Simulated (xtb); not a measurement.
xtb 6.7.1, GFN2-xTB: Ni(Cl)(amdMe)(OH2)2 (CC1[N](C)[Ni](<-[OH2])(<-[OH2])([Cl])<-[N]=1C), charge 0, multiplicity 3, 23 atoms. The geometry is a generated start, not checked to be a minimum at this level.

| Quantity | Value |
|---|---|
| run flags | --grad |
| method | GFN2-xTB |
| --acc | 1 (default) |
| --etemp (K) | 300 (default) |
| basis functions | 65 |
| valence electrons | 68 |

```xyz
23

Ni    -0.9126     0.9478     0.3374
Cl    -0.3147     2.9816    -0.0982
C      1.9219    -1.6993    -0.3545
C      0.7473    -0.7814    -0.1573
N      0.1444    -0.5958     1.0178
C      0.6742    -1.1571     2.2256
N      0.1623    -0.1105    -1.1311
C      0.6780    -0.0965    -2.4702
H      2.5172    -1.3892    -1.2085
H      1.5600    -2.7119    -0.5322
H      2.5542    -1.7097     0.5292
H      0.0321    -0.8646     3.0550
H      0.6889    -2.2523     2.1672
H      1.6948    -0.8111     2.4334
H      0.0329     0.5256    -3.0890
H      1.6914     0.3195    -2.5117
H      0.6998    -1.1076    -2.8945
O     -2.8428     1.3874    -0.8028
H     -2.7816     0.8435    -1.5942
H     -2.5391     2.2780    -1.0460
O     -1.9494     1.6852     2.1549
H     -2.8686     1.7337     1.8684
H     -1.5907     2.5847     2.1014
```

Charge 0 and multiplicity 3 are set for this test and not shown to be the ground state. GFN-xTB has no spin term: --uhf 2 sets the occupations alone.

One run each on 1 thread. Values of broydamp tried: 0.02, 0.05, 0.1, 0.2, 0.4 (default), 0.6, 0.8, 1.

Task: How does the count of SCC iterations change with broydamp, and where is it least?

Result: Fewest SCC iterations, within one of each other: 0.2 with 19, 0.4 (default) with 18, 0.6 with 18, 0.8 with 19, 1 with 19. The count rises to 38 at 0.02. All converge to one solution.

```json
[
 {"broydamp": "0.02", "SCC iterations": "38", "end": "same solution"},
 {"broydamp": "0.05", "SCC iterations": "32", "end": "same solution"},
 {"broydamp": "0.1", "SCC iterations": "27", "end": "same solution"},
 {"broydamp": "0.2", "SCC iterations": "19", "end": "same solution"},
 {"broydamp": "0.4 (default)", "SCC iterations": "18", "end": "same solution"},
 {"broydamp": "0.6", "SCC iterations": "18", "end": "same solution"},
 {"broydamp": "0.8", "SCC iterations": "19", "end": "same solution"},
 {"broydamp": "1", "SCC iterations": "19", "end": "same solution"}
]
```
